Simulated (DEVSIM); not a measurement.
System: Pt/SiO2/p-Si capacitor, at 400 K.

| layer (left to right) | material | thickness (nm) | Na (cm⁻³) |
|---|---|---|---|
| 1 | SiO2 | 1.60 | - |
| 2 | Si | 360 | 2.5e18 |

Metal gate on the left, work function 5.6 eV. Fixed charge at the semiconductor interface 3.9e11 cm⁻² (in units of +e); no interface traps.

This is a model device: material constants are rounded textbook-type values typed into the input, and sizes, dopings and lifetimes were drawn at random. Values at 300 K; Nc and Nv go as T^1.5, mobilities as T to minus their exponent, the gap by Varshni's rule with the affinity fixed.

```csv
parameter,SiO2,Si
gap (eV),9,1.124
affinity (eV),0.9,4.05
permittivity,3.9,11.7
Nc (cm⁻³),-,2.86e19
Nv (cm⁻³),-,3.1e19
Varshni α (eV/K),-,0.000473
Varshni β (K),-,636
```

Simulated with DEVSIM: 1D Poisson equation in equilibrium, Boltzmann statistics, complete ionisation; no quantum confinement or tunnelling. Metal contacts follow the ideal Schottky-Mott rule: no Fermi-level pinning, no interface dipoles.

Q: Give the band bending (positive: bands bend down) and minority sheet density.

A: 
```json
[
 {"Vg (V)": "0.2", "ψs (V)": "-0.088", "minority carriers (cm⁻²)": "< 1e8"},
 {"Vg (V)": "0.5", "ψs (V)": "-0.010", "minority carriers (cm⁻²)": "< 1e8"},
 {"Vg (V)": "0.8", "ψs (V)": "0.138", "minority carriers (cm⁻²)": "< 1e8"},
 {"Vg (V)": "1.1", "ψs (V)": "0.341", "minority carriers (cm⁻²)": "< 1e8"},
 {"Vg (V)": "1.4", "ψs (V)": "0.566", "minority carriers (cm⁻²)": "< 1e8"},
 {"Vg (V)": "1.7", "ψs (V)": "0.804", "minority carriers (cm⁻²)": "8.0e9"},
 {"Vg (V)": "2", "ψs (V)": "0.981", "minority carriers (cm⁻²)": "1.1e12"}
]
```
